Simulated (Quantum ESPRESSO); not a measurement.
A self-consistent single point of CdCo₂N₂ (C2/m, 5 atoms in the cell) with Quantum ESPRESSO.

Method of the run: LDA (PZ), GBRV 1.5 ultrasoft (LDA) pseudopotentials (plane waves; Quantum ESPRESSO 7.5).

```
CELL_PARAMETERS angstrom
      2.65512    -1.53211     0.00000
      2.65512     1.53211     0.00000
     -1.91309     0.00000     8.29973
ATOMIC_POSITIONS crystal
  Cd 0.50000 0.50000 0.50000
  Co 0.37077 0.37077 0.10323
  Co 0.62923 0.62923 0.89677
  N  0.27822 0.27822 0.84757
  N  0.72178 0.72178 0.15243
```

Reference input (self-consistent single point, DFT, PBEsol, plane waves, SSSP 1.1.2 efficiency (PBE) pseudopotentials): ecutwfc = 50 Ry; ecutrho = 400 Ry; occupations = smearing; smearing = fd; degauss = 0.0073499 Ry; input_dft = pbesol; potentials = {Cd: Cd.pbe-dn-rrkjus_psl.0.3.1.UPF, Co: Co_pbe_v1.2.uspp.F.UPF, N: N.pbe-n-radius_5.UPF}; K_POINTS = automatic 10 10 3 0 0 0; conv_thr = 1e-10 Ry; mixing_beta = 0.7. This run's input differs from it in these lines:

```diff
@@ -18,3 +18,2 @@
  degauss = 0.0073499
- input_dft = 'pbesol'
 /
@@ -25,5 +24,5 @@
 ATOMIC_SPECIES
-Cd   112.4140  Cd.pbe-dn-rrkjus_psl.0.3.1.UPF
-Co    58.9332  Co_pbe_v1.2.uspp.F.UPF
-N     14.0070  N.pbe-n-radius_5.UPF
+Cd   112.4140  cd_lda_v1.uspp.F.UPF
+Co    58.9332  co_lda_v1.2.uspp.F.UPF
+N     14.0070  n_lda_v1.2.uspp.F.UPF
 CELL_PARAMETERS {alat}
```

Log, with long lists cut:

```
     Self-consistent Calculation

     iteration #  1     ecut=    50.00 Ry     beta= 0.70

     negative rho (up, down):  1.991E-02 0.000E+00

     total energy              =    -728.57329014 Ry
     estimated scf accuracy    <      30.68907460 Ry

     iteration #  2     ecut=    50.00 Ry     beta= 0.70

     negative rho (up, down):  1.702E-02 0.000E+00

     total energy              =    -724.95818803 Ry
     estimated scf accuracy    <     342.27361953 Ry

     iteration #  3     ecut=    50.00 Ry     beta= 0.70

     negative rho (up, down):  1.970E-02 0.000E+00

     total energy              =    -746.54600087 Ry
     estimated scf accuracy    <      57.61561173 Ry

   [... 12 blocks of this kind left out ...]

     iteration # 16     ecut=    50.00 Ry     beta= 0.70

     negative rho (up, down):  1.991E-02 0.000E+00

     total energy              =    -751.43699707 Ry
     estimated scf accuracy    <          4.5E-10 Ry

     iteration # 17     ecut=    50.00 Ry     beta= 0.70

     negative rho (up, down):  1.991E-02 0.000E+00
     End of self-consistent calculation

     the Fermi energy is    10.5747 ev

!    total energy              =    -751.43699707 Ry
     estimated scf accuracy    <          4.1E-11 Ry
     smearing contrib. (-TS)   =      -0.00638278 Ry
     internal energy E=F+TS    =    -751.43061429 Ry

     convergence has been achieved in  17 iterations

     negative rho (up, down):  1.991E-02 0.000E+00

     Forces acting on atoms (cartesian axes, Ry/au):

     atom    1 type  1   force =     0.00000000    0.00000000    0.00000000
     atom    2 type  2   force =    -0.00043777    0.00000000   -0.00526481
     atom    3 type  2   force =     0.00043777    0.00000000    0.00526481
     atom    4 type  3   force =     0.00007305    0.00000000    0.02562595
     atom    5 type  3   force =    -0.00007305    0.00000000   -0.02562595

     Total force =     0.037003     Total SCF correction =     0.000024

     negative rho (up, down):  1.991E-02 0.000E+00
          total   stress  (Ry/bohr**3)                   (kbar)     P=     -122.89
  -0.00092778   0.00000000   0.00000267         -136.48        0.00        0.39
   0.00000000  -0.00092797  -0.00000000            0.00     -136.51       -0.00
   0.00000267   0.00000000  -0.00065032            0.39        0.00      -95.67

   JOB DONE.
```

The run converged in 17 iterations. Against the reference run the pressure goes from -8.12 to -12.29 GPa and the largest force goes from 0.353 to 0.659 eV/Å.

The starting cell comes from a database of computed structures (which also holds hypothetical and non-ambient phases and stackings), without a prior relaxation at this level. Spin polarisation is off, so a magnetic state, if there is one, cannot be reached. With a pressure of about -12 GPa the cell is away from its equilibrium volume at this level.

Cost on one core of a shared machine: roughly 5 min.
